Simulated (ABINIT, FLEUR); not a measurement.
An ABINIT input for a self-consistent single point of Au (Fm-3m, 1 atom in the cell) (DFT, PBE, plane waves, PAW (JTH v2.0 PBE PAW)):

```
# Au, JTH v2.0 PBE PAW
pp_dirpath "./"
pseudos "Au.GGA_PBE-JTH.xml"
acell 2.9339147286 2.9339147286 2.9339147286 Angstrom
rprim
         0.0000000000    0.7071067812    0.7071067812
         0.7071067812    0.0000000000    0.7071067812
         0.7071067812    0.7071067812    0.0000000000
natom 1
ntypat 1
znucl 79
typat 1
xcart
         0.0000000000    0.0000000000    0.0000000000
      Angstrom
ecut 26
pawecutdg 52
pawxcdev 0
ixc 11
occopt 7
tsmear 0.136 eV
nband 11
kptopt 1
ngkpt 13 13 13
nshiftk 1
shiftk 0 0 0
nstep 80
tolvrs 1.0e-12
prtwf 0
prtden 0
prtvol 1
```

### Question
Translate this input to FLEUR.

### Answer
This is the input that was run; spellings and numerical settings could be chosen otherwise.

Input of the input generator:

```
Au
&input film=f /
0.0000000000 3.9204088106 3.9204088106
3.9204088106 0.0000000000 3.9204088106
3.9204088106 3.9204088106 0.0000000000
1.0
1.0 1.0 1.0

1
79 0.0000000000 0.0000000000 0.0000000000

&comp jspins=1 /
&kpt div1=13 div2=13 div3=13 /
&end /
```

```xml
<?xml version="1.0" encoding="UTF-8" standalone="no"?>
<fleurInput fleurInputVersion="0.39">
   <comment>
      Au                                                                                                  
   </comment>
   <calculationSetup>
      <cutoffs Kmax="3.8" Gmax="11.4" GmaxXC="11.4" numbands="0"/>
      <scfLoop itmax="100" minDistance="0.00001" maxIterBroyd="40" imix="Anderson" alpha="0.05" precondParam="0.0" spinf="2.0"/>
      <coreElectrons ctail="T" frcor="F" kcrel="0" coretail_lmax="0"/>
      <xcFunctional name="pbe" relativisticCorrections="F"/>
      <magnetism jspins="1"/>
      <soc l_soc="F" theta="0.0" phi="0.0" spav="F"/>
      <expertModes spex="0" secvar="F"/>
      <geometryOptimization l_f="T" forcealpha="1.0" forcemix="BFGS" epsdisp="0.00001" epsforce="0.00001"/>
      <ldaU l_linMix="F" mixParam="0.05" spinf="1.0"/>
   </calculationSetup>
   <cell>
      <bzIntegration valenceElectrons="17.0" mode="gauss" fermiSmearingEnergy="0.00499791">
         <kPointListSelection listName="default-1"/>
         <!-- k-points included here -->
         <xi:include xmlns:xi="http://www.w3.org/2001/XInclude" href="kpts.xml"> </xi:include>
      </bzIntegration>
      <!-- symmetry operations included here -->
      <xi:include xmlns:xi="http://www.w3.org/2001/XInclude" href="sym.xml"> </xi:include>
      <bulkLattice scale="1.0">
         <bravaisMatrix>
            <row-1>    0.0000000000000000     3.9204088106000001     3.9204088106000001</row-1>
            <row-2>    3.9204088106000001     0.0000000000000000     3.9204088106000001</row-2>
            <row-3>    3.9204088106000001     3.9204088106000001     0.0000000000000000</row-3>
         </bravaisMatrix>
      </bulkLattice>
   </cell>
   <atomSpecies>
      <species name="Gold (Au)" element="Au" atomicNumber="79">
         <mtSphere radius="2.64" gridPoints="913" logIncrement="0.015"/>
         <atomicCutoffs lmax="10" lnonsphr="8"/>
         <electronConfig flipSpins="F">
            <coreConfig>(1s1/2) (2s1/2) (2p1/2) (2p3/2) (3s1/2) (3p1/2) (3p3/2) (4s1/2) (3d3/2) (3d5/2) (4p1/2) (4p3/2) (5s1/2) (4d3/2) (4d5/2) (4f5/2) (4f7/2)</coreConfig>
            <valenceConfig>(5p1/2) (5p3/2) (6s1/2) (5d3/2) (5d5/2)</valenceConfig>
            <stateOccupation state="(6s1/2)" spinUp="0.5" spinDown="0.5"/>
         </electronConfig>
         <energyParameters s="6" p="6" d="5" f="5"/>
         <lo type="SCLO" l="1" n="5" eDeriv="0"/>
         <lo type="HELO" l="2" n="6" eDeriv="0"/>
      </species>
   </atomSpecies>
   <atomGroups>
      <atomGroup species="Gold (Au)">
         <relPos label="                   1">.0000000000 .0000000000 .0000000000</relPos>
         <force calculate="T" relaxXYZ="TTT"/>
      </atomGroup>
   </atomGroups>
   <output dos="F" band="F" slice="F">
      <checks vchk="F" cdinf="F"/>
      <bandDOS minEnergy="-.5*Htr" maxEnergy="0.5*Htr" sigma="0.015" storeEVData="T"/>
      <vacuumDOS vacdos="F" integ="F" star="F" nstars="0" locx1="0.0" locy1="0.0" locx2="0.0" locy2="0.0" nstm="0" tworkf="0.0"/>
      <unfoldingBand unfoldBand="F" supercellX="1" supercellY="1" supercellZ="1"/>
      <plotting iplot="0" polar="F">
         <plot TwoD="T" vec1="  1.0  0.0  0.0" vec2="  0.0  1.0  0.0" vec3="  0.0  0.0  1.0" zero="  0.0  0.0  0.0" file="plot"/>
      </plotting>
      <chargeDensitySlicing numkpt="0" minEigenval="0.0" maxEigenval="0.0" nnne="0" pallst="F"/>
      <specialOutput eonly="F"/>
      <magneticCircularDichroism mcd="F" energyLo="-10.0" energyUp="0.0"/>
   </output>
  <!-- We include the file relax.xml here to enable relaxations (see documentation) -->
  <xi:include xmlns:xi="http://www.w3.org/2001/XInclude" href="relax.xml"> <xi:fallback/> </xi:include>
</fleurInput>
```

Basis, cutoffs, solver keys and any potentials are the target program's own. This input uses DFT, PBE, all-electron FLAPW (FLEUR), scalar-relativistic valence.

The starting cell comes from a database of computed structures (which also holds hypothetical and non-ambient phases and stackings), without a prior relaxation at this level. Its lattice was rescaled by a random factor within 2.5 % of one. For this run, on top of that: lattice scaled by 0.98.
